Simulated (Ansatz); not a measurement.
**Response to strain in hypothetical rock salt GaAs**

The parent structure is GaAs in the rock salt structure (space group Fm-3m, No. 225; a = 5.330 Å; a hypothetical phase, not in the database extracts checked). Axes: x, y, z lie along the cube axes.

Strains are applied to the cell and any free atomic positions relax; under biaxial strain the out-of-plane vector relaxes too.

Method: r2SCAN/PAW in Ansatz (a program for electronic structure), no SOC.

Candidates:
(a) isotropic strain +1.59 %
(b) biaxial strain +2.53 %, plane normal [001], relaxed out of plane
(c) tensor shear ε_xz = +0.77 %
(d) isotropic strain +1.16 %
(e) biaxial strain +1.56 %, plane normal [111], relaxed out of plane

Notes on the quantities. energy relative to the base: free energy F.

**Question.** Order them by energy relative to the base, highest first.

**Answer.** (b) biaxial strain +2.53 %, plane normal [001], relaxed out of plane (+12 meV/atom), (a) isotropic strain +1.59 % (+10 meV/atom), (d) isotropic strain +1.16 % (+5.6 meV/atom), (e) biaxial strain +1.56 %, plane normal [111], relaxed out of plane (+2.1 meV/atom), (c) tensor shear ε_xz = +0.77 % (+0.2 meV/atom)

Without a gap, meshes like the base's 15×15×15 leave anisotropic stresses uncertain by several tenths of a GPa, and small strain energies with them. Stability against distortions was not tested. All final runs are without spin polarisation.
